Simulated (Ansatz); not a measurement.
System: cubic perovskite BaHfO3. Method: HSE06 (Ansatz, a quantum-chemistry and plane-wave program, PAW).

Run with plane-wave cutoff 520 eV, 6×6×6 k mesh, scalar-relativistic PAW data made under PBE.

Cell (relaxed at this level):

```cif
data_BaHfO3
_chemical_formula_sum 'Ba1 Hf1 O3'
_space_group_name_H-M_alt 'P 1'
_space_group_IT_number 1
_cell_length_a 4.17498
_cell_length_b 4.17498
_cell_length_c 4.17498
_cell_angle_alpha 90.000
_cell_angle_beta 90.000
_cell_angle_gamma 90.000
loop_
_space_group_symop_operation_xyz
  'x, y, z'
loop_
_atom_site_label
_atom_site_type_symbol
_atom_site_fract_x
_atom_site_fract_y
_atom_site_fract_z
_atom_site_occupancy
Ba1 Ba 0.00000 0.00000 0.00000 1
Hf1 Hf 0.50000 0.50000 0.50000 1
O1 O 0.50000 0.00000 0.50000 1
O2 O 0.00000 0.50000 0.50000 1
O3 O 0.50000 0.50000 0.00000 1
```

Question: Give the computed Young modulus, elastic constant C44, Voigt–Reuss–Hill bulk modulus, elastic constant C11 and elastic constant C12.

Answer: 
- Young modulus: 269 GPa
- elastic constant C44: 98.5 GPa
- Voigt–Reuss–Hill bulk modulus: 170 GPa
- elastic constant C11: 338 GPa
- elastic constant C12: 85.9 GPa

Elastic constants are with the ions relaxed.

Spin–orbit coupling is not included.

The computed numbers hold no vibrational or temperature effects.

Computing time: roughly 70 core-minutes.
